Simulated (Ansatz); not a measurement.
Base system: Zn in the fcc (Cu type) structure (space group Fm-3m, No. 225; a = 3.840 Å; a cell from a computed database, its experimental status unchecked; relaxed with 0.1 eV smearing). Axes: x, y, z lie along the cube axes.

Calculations: PBEsol (Ansatz, a quantum-chemistry and plane-wave program), no SOC.

Before the change:

```
Property                          Value
-----------------------------  --------
Shortest interatomic distance  271.5 pm
```

The change: tensile biaxial strain of 3.85 % in the plane normal to [001], as in epitaxy on a mismatched substrate; the out-of-plane cell vector and the atoms relax.

**Question.** Predict the new shortest interatomic distance, ratio −ε⊥/ε∥, in-plane stress and energy relative to the base.

**Answer.** The shortest interatomic distance falls by 0.7 pm, from 271.5 pm to 270.8 pm; the ratio −ε⊥/ε∥ amounts to 1.18; the mean in-plane stress (compression positive) is -3.2 GPa; the energy rises by 13 meV/atom.

No phonon test of stability was made. This is not the structure that Zn has at room temperature and ambient pressure.
